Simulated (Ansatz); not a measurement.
Output of an Ansatz run (abridged):

```
WARN ansatz: RAYON_NUM_THREADS=1 ignored (pool sized by the plan → 1); use --threads N
Pseudopotentials: kind: paw
Pseudopotential: Re, paw, valence charge 15
Pseudopotential: Nb, paw, valence charge 13
Crystal: 4 atoms, lattice volume = 59.689 Å³
Basis set: ecut = 420 eV, 1189 PW (Γ), exchange–correlation on 54×54×54 points (8 copies of the dense FFT grid, shifted against one another)
Bands: 35, of which v1, the nominal top of the filled ones, is band 29 counted from 1 (28 counted from 0)
Symmetry: 48 space group operations
Space group: Pm-3m (ITA 221), of the structure as read, at distance tolerance 3.9e-5 Å
k-points: 20 of 343
Initial density: superposition of atomic densities (neutral atoms: chi_scale 0, normalization atom), corrected by the library's trained network
Initial wavefunctions: pseudopotential atomic-orbital guess
Eigensolver: davidson
Functional: x = pbe(κ = 0.804, μ = 0.2195149727645171), c = pbe(β = 0.06672455060314922)
SCF iter   1: F=—  HF=-37155.877458 eV  |F-HF|=—  |Δ(HF+E_count)|=         —  Δρ=7.65e-3  dr2=7.36e-2  ethr=1.77e-3  ⟨swp⟩=5.0  Hψ=2377  notcnv=0
all-band conjugate gradients solve this SCF's bands
preconditioner: auto → Kerker (q_TF=auto, 2.715 Å⁻¹)
SCF iter   2: F=—  HF=-37155.870308 eV  |F-HF|=—  |Δ(HF+E_count)|=   7.15e-3  S|Δr|=    0.00e0  Δρ=3.82e-3  dr2=1.78e-2  ethr=1.27e-4  ⟨swp⟩=1.0  Hψ=860  notcnv=0
SCF iter   3: F=—  HF=-37155.867893 eV  |F-HF|=—  |Δ(HF+E_count)|=   2.41e-3  S|Δr|=    0.00e0  Δρ=5.88e-4  dr2=1.73e-4  ethr=3.07e-5  ⟨swp⟩=2.0  Hψ=890  notcnv=0
SCF iter   4: F=—  HF=-37155.867871 eV  |F-HF|=—  |Δ(HF+E_count)|=   2.22e-5  S|Δr|=    0.00e0  Δρ=7.41e-5  dr2=2.84e-6  ethr=2.98e-7  ⟨swp⟩=2.0  Hψ=920  notcnv=0
SCF iter   5: F=—  HF=-37155.867829 eV  |F-HF|=—  |Δ(HF+E_count)|=   4.19e-5  S|Δr|=    0.00e0  Δρ=1.89e-5  dr2=2.45e-7  ethr=1.72e-10  ⟨swp⟩=7.7  Hψ=3034  notcnv=0
SCF iter   6: F=-37155.867829 eV  HF=-37155.867829 eV  |F-HF|=4.98e-9  |Δ(HF+E_count)|=   3.93e-8  S|Δr|=    0.00e0  Δρ=3.02e-6  dr2=7.88e-9  ethr=1.72e-10  ⟨swp⟩=4.0  Hψ=2165  notcnv=0
SCF 1 converged in 6 iterations: F = -37155.867829 eV  dr2 = 7.88e-9
SCF converged after 6 iterations
Stability not checked (fill_not_monotonic)
Free energy (F): -37155.867829 eV
Harris-Foulkes:  -37155.867829 eV  (|F-HF|=4.98e-9)
Internal energy: -37155.871438 eV  (E = F + TS)
E sigma→0 (E₀):  -37155.869032 eV
Entropy (-TS):   0.003610 eV (0.902 meV/atom)
Fermi energy:    23.282055 eV
--- Per-component energies (eV) ---
  E_band       = -244.364912
  E_kinetic    = 2027.937038
  E_local      = -2914.018542  (includes V_loc(G=0)·N_el)
  E_nonlocal   = 265.926523
  E_hartree    = 1022.397320
  E_xc         = -1390.893901
  E_vxc        = -1129.752996  (∫ρ·V_xc dr)
  E_paw        = -29051.142935  (= ΣΔE_a)
  E_vpaw       = -539.251848  (= ΣTr[D̂ρ^β])
  E_aug_tail   = -0.000244  (compensation charges beyond the density's cutoff)
  E_ewald      = -7116.076698
  E_smearing   = 0.003610  (= −TS)
  E_closure    = 0.000000  (closes the sum)
  Σ components = -37155.867829   (vs F -37155.867829, Δ=0.00e0)
--- Forces (eV/Å), atoms counted from 1 ---
  atom   1  Re     0.00000000    -0.00000000     0.00000000
   [... zero for the other atoms too ...]
  max |Σ_I F_I| component: 4.02e-29 eV/Å
--- Stress (GPa, compression-positive) ---
       18.726914       0.000000      -0.000000
       -0.000000      18.726914       0.000000
        0.000000       0.000000      18.726914
  P = ⅓ Tr σ = 18.7269 GPa (187.269 kbar)
  The stress holds the Pulay correction. Without it, at fixed plane waves, as pw.x and ABINIT print it: P = 18.5887 GPa
--- Band table (eV; the first three rows and the last of 20) ---
  k-point 0: bands = ["-56.3966", "-56.2854", "-56.2854", "-30.8915", "-18.6870", "-18.6870", "-18.6870", "-18.1763", "-18.1763", "-18.1763", "-17.8995", "-17.8995", "-17.8995", "-7.0331", "-7.0331", "-7.0331", "14.1560", "17.0575", "17.0575", [...]
  k-point 1: bands = ["-56.3917", "-56.2902", "-56.2854", "-30.8919", "-18.6645", "-18.6645", "-18.6496", "-18.1839", "-18.1839", "-18.1792", "-17.9403", "-17.9152", "-17.9152", "-7.0546", "-7.0391", "-7.0391", "14.4724", "17.2387", "17.3253", [...]
  k-point 2: bands = ["-56.3785", "-56.3034", "-56.2853", "-30.8930", "-18.6059", "-18.6059", "-18.5442", "-18.2100", "-18.2100", "-18.1860", "-18.0533", "-17.9494", "-17.9494", "-7.1024", "-7.0526", "-7.0526", "15.3506", "17.6158", "18.0194", [...]
  k-point 19: bands = ["-56.3256", "-56.3201", "-56.3201", "-30.8879", "-18.9166", "-18.5990", "-18.5990", "-18.5986", "-17.9608", "-17.9608", "-17.9211", "-17.9176", "-17.9176", "-7.0653", "-7.0546", "-7.0546", "16.9704", "17.1414", "17.1414", [...]
```

The structure:

```
CELL_PARAMETERS angstrom
      3.90809     0.00000     0.00000
      0.00000     3.90809     0.00000
      0.00000     0.00000     3.90809
ATOMIC_POSITIONS crystal
  Re 0.00000 0.50000 0.50000
  Re 0.50000 0.50000 0.00000
  Re 0.50000 0.00000 0.50000
  Nb 0.00000 0.00000 0.00000
```

Q: What input produced this log?

A: Other spellings and defaults could give the same log, and not every line can be read from it. The input that was run (DFT, PBE, plane waves, default PAW files):

Ansatz 0.2 input:
```yaml
crystal:
  lattice:
    - [3.90809100, 0.00000000, 0.00000000]
    - [0.00000000, 3.90809100, 0.00000000]
    - [0.00000000, 0.00000000, 3.90809100]
  atoms:
    - { symbol: Re, position: [0.00000000, 0.50000000, 0.50000000] }
    - { symbol: Re, position: [0.50000000, 0.50000000, 0.00000000] }
    - { symbol: Re, position: [0.50000000, 0.00000000, 0.50000000] }
    - { symbol: Nb, position: [0.00000000, 0.00000000, 0.00000000] }
basis:
  ecutwfc: 420.0
kpoints:
  mp_grid:
    grid: [7, 7, 7]
hamiltonian:
  xc: pbe
  pseudopotentials:
    kind: paw
scf:
  occupations:
    method: cold
    width: 0.136
output:
  forces: true
  eigenvalues: true
  stress: true
```

The starting cell was generated: these elements placed on a structure prototype, without a prior relaxation; it need not be a known phase or ordering of this composition. Spin-orbit coupling is off. Spin polarisation is off. With a pressure of about 19 GPa the cell is away from its equilibrium volume at this level. Ansatz's pressure includes its estimate of the finite-basis (Pulay) stress.

Ansatz is an electronic-structure program.
